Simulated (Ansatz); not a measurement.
## Equilibrium lattice constant a of TiAl3 (model structure, started from the A15 type, Pm-3n, No. 223, 8 atoms in the cell) at several levels of theory

No measured value is used here.

| level (code) | value (Å) |
|---|---|
| PBE (Ansatz) | 5.115 |
| PBEsol (Ansatz) | [?] |
| PBE-D3(BJ) (Ansatz) | 5.045 |

### Question
Some entries are withheld; supply them.

### Answer

- PBEsol (Ansatz, a program for electronic structure), value (Å): 5.075

Ansatz's density-functional and Hartree–Fock values are scalar-relativistic unless marked +SOC, with PAW data made under PBE.

A model structure was made by putting elements into a prototype or built by hand; it is no filed structure, need not be a known phase, and can be a saddle point held by its symmetry.
